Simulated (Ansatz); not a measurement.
## Quick settings and what they miss: SrAsPt (P6_3/mmc, 6 atoms in the cell)

Self-consistent single point.

```
CELL_PARAMETERS angstrom
      4.30051     0.00000     0.00000
     -2.15026     3.72435     0.00000
      0.00000     0.00000     9.15504
ATOMIC_POSITIONS crystal
  Sr 0.00000 0.00000 0.50000
  Sr 0.00000 0.00000 0.00000
  As 0.33333 0.66667 0.75000
  As 0.66667 0.33333 0.25000
  Pt 0.33333 0.66667 0.25000
  Pt 0.66667 0.33333 0.75000
```

Method: LDA (PW92), harder PAW files (source: ansatz) made with PBE (plane waves; Ansatz, a quantum-chemistry and plane-wave program).

Base settings: basis.ecutwfc = 570 eV; kpoints.mp_grid.grid = 9 9 4; hamiltonian.xc = lda; hamiltonian.pseudopotentials = {kind: paw, source: ansatz}; scf.occupations.method = cold; scf.occupations.width = 0.1 eV.

Tight run (finer mesh or higher cutoff; not a proven limit): basis.ecutwfc: 570 eV → 800 eV; kpoints.mp_grid.grid: 9 9 4 → 13 13 6; scf.convergence.dr2_threshold: default (1e-07 eV) → 1e-09 eV. It gave Fermi level (on the code's own zero) 11.05 eV; pressure -6.28 GPa.

Quick runs, as changes from the base:
- A: the base itself
- B: basis.ecutwfc: 570 eV → 340 eV; kpoints.mp_grid.grid: 9 9 4 → 6 6 6; scf.convergence.dr2_threshold: default (1e-07 eV) → 0.001 eV
- C: basis.ecutwfc: 570 eV → 455 eV; kpoints.mp_grid.grid: 9 9 4 → 6 6 6; scf.occupations.method: cold → fermi_dirac; scf.occupations.width: 0.1 eV → 0.5 eV

Energies are extrapolated to zero smearing width, which holds to low order in the width alone.

The count of work is k-points × plane waves × bands × iterations; it is no time. 

Pressures in the table are Ansatz's without its Pulay estimate, at a fixed set of plane waves; the tight run's value above holds the estimate.

The starting cell comes from a database of computed structures (which also holds hypothetical and non-ambient phases and stackings), without a prior relaxation at this level. Its lattice was rescaled by a random factor within 2.5 % of one. Spin polarisation is off. In the base run, with a pressure of about -6 GPa the cell is away from its equilibrium volume at this level.

```csv
run,energy less tight (meV/atom),pressure less tight (GPa),count of work / tight
A,3.7,-0.04,0.22
B,751.3,-30.87,0.054
C,11.5,-0.18,0.14
```

Among the runs at the tight run's level, the energy misses run from 3.7 to 751.3 meV/atom.

Left out of this page: 3 runs of the series unsound by tests on forces, stress, charge or solver warnings.

Keys are those of Ansatz 0.2.
